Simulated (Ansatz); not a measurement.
**WMo (model structure, Cmcm, No. 63, 4 atoms in the cell)**

Computed with r²SCAN in Ansatz (PAW).

Settings: plane-wave cutoff 560 eV, 18×18×14 k mesh (along the axes of the cell as run), Fermi–Dirac smearing 0.05 eV, no spin polarisation, scalar-relativistic PAW data made under PBE.

Cell (relaxed at this level):

```cif
data_Mo2W2
_chemical_formula_sum 'W2 Mo2'
_space_group_name_H-M_alt 'P 1'
_space_group_IT_number 1
_cell_length_a 5.45664
_cell_length_b 5.45664
_cell_length_c 4.69391
_cell_angle_alpha 90.000
_cell_angle_beta 90.000
_cell_angle_gamma 152.597
loop_
_space_group_symop_operation_xyz
  'x, y, z'
loop_
_atom_site_label
_atom_site_type_symbol
_atom_site_fract_x
_atom_site_fract_y
_atom_site_fract_z
_atom_site_occupancy
W1 W 0.67916 0.32084 0.25000 1
Mo1 Mo 0.93099 0.06901 0.25000 1
W2 W 0.32084 0.67916 0.75000 1
Mo2 Mo 0.06901 0.93099 0.75000 1
```

```json
{
  "bulk modulus B0": "269 GPa"
}
```

Note: the run has no spin polarisation, so it can have missed a magnetic state; the bulk modulus is −V dP/dV from two relaxed cells at ±2 % in volume; the relaxation could raise the start's symmetry but not lower it, so the cell can be a saddle point.

Spin–orbit coupling is not included.

Cost on a shared machine: around 40 core-minutes (rough).

A model structure was made by putting elements into a prototype or built by hand; it is no filed structure, need not be a known phase, and can be a saddle point held by its symmetry.

Ansatz is a quantum-chemistry and plane-wave program.
